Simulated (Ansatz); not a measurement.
Phonon-limited resistivity of LuSb (Fm-3m) against temperature in μΩ·cm, PBEsol, DFPT electron-phonon coupling, linearised Boltzmann equation (Ansatz, an electronic-structure program), harmonic crystal at a fixed cell.

| T | ρ |
|---|---|
| 50 K | 1.06 |
| 77 K | 2.7 |
| 100 K | 4.3 |
| 150 K | [?] |
| 200 K | [?] |
| 250 K | 13.9 |
| 273 K | 15.2 |
| 300 K | 16.9 |
| 350 K | 19.8 |
| 400 K | 23 |
| 500 K | 29 |
| 600 K | 35 |

Problem. Complete the blanks.

Solution. 
- 150 K, ρ: 7.6
- 200 K, ρ: 10.8

A metal at this level (no band gap). Only scattering by harmonic phonons is included (no impurities, grain boundaries, electron-electron scattering or thermal expansion). Spin-orbit coupling is left out, which matters with elements this heavy. Halving the electron mesh (24x24x24) moves the resistivity by up to 11 %. Smearing 0.20 eV; phonons on a 4x4x4 q mesh, which this run doesn't test and which matters most at low temperature.

Computed structure with no diffraction record at hand here (it may be known, metastable or hypothetical): LuSb (Fm-3m).
